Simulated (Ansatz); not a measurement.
**Si in the diamond structure (space group Fd-3m, No. 227)**

```
CELL_PARAMETERS angstrom
      0.00000     2.71688     2.71688
      2.71688     0.00000     2.71688
      2.71688     2.71688     0.00000
ATOMIC_POSITIONS crystal
  Si 0.50000 0.50000 0.50000
  Si 0.75000 0.75000 0.75000
```

Computed with PBEsol, PAW, 420 eV (Ansatz, a program for electronic structure; no SOC). Settings: 11×11×11 k-points, 0.05 eV Fermi–Dirac smearing.

```yaml
volume_per_atom: 20.05 Å³
density: 2.33 g/cm³
band_gap: 0.47 eV, indirect, Γ → Γ–X (87 % along)
electron_mass: 0.93 mₑ along k, 0.19 mₑ across
Hole mass (degenerate bands, along [100]): 0.17, 0.26, 0.26 mₑ
Lowest conduction-band minima above the VBM: a point along ⟨100⟩, about 1.0 Å⁻¹ from Γ 0.47 eV; L along ⟨111⟩ 1.46 eV
total_energy: -621.492 eV/atom (σ→0; compares only within this code and set-up)
```

Effective masses come from finite differences of ±0.01 Å⁻¹. Along k means along the line from Γ to the band edge. No phonon test of stability was made.
